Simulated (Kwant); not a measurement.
Device: π system C1=Cc2cccc3cccc1c23 between two chain leads. The π system is taken as planar. Atoms are numbered from 0 in the order of the SMILES. Site energies (eV, carbon 0): [0.0, 0.0, 0.0, 0.0, 0.0, 0.0, 0.0, 0.0, 0.0, 0.0, 0.0, 0.0]. Bonds (i, j, β in eV): (0,1,-2.7) (1,2,-2.7) (2,3,-2.7) (3,4,-2.7) (4,5,-2.7) (5,6,-2.7) (6,7,-2.7) (7,8,-2.7) (8,9,-2.7) (9,10,-2.7) (10,11,-2.7) (10,0,-2.7) (11,2,-2.7) (11,6,-2.7). Leads: chains of hopping −4.1 eV, joined by −1.4 eV to atoms 0 and 9.

Site energies and bond integrals are typed Hückel values.

Computed with Kwant: Hückel tight-binding model, one pz orbital an atom, one spin, coherent transport at 0 K. Conductance is in e²/h.

Sweep values stay those of the base run.

Base results: transmission at E = 0 0.014.

Q: What follows from this one change: contacts moved from atoms [0, 9] to [5, 7]?

A: transmission at E = 0 0.014 → 0.038.

Q: What follows from this one change: contacts moved from atoms [0, 9] to [0, 5]?

A: transmission at E = 0 0.014 → 0.054.

Q: What follows from this one change: contacts moved from atoms [0, 9] to [0, 1]?

A: transmission at E = 0 0.014 → 0.12.
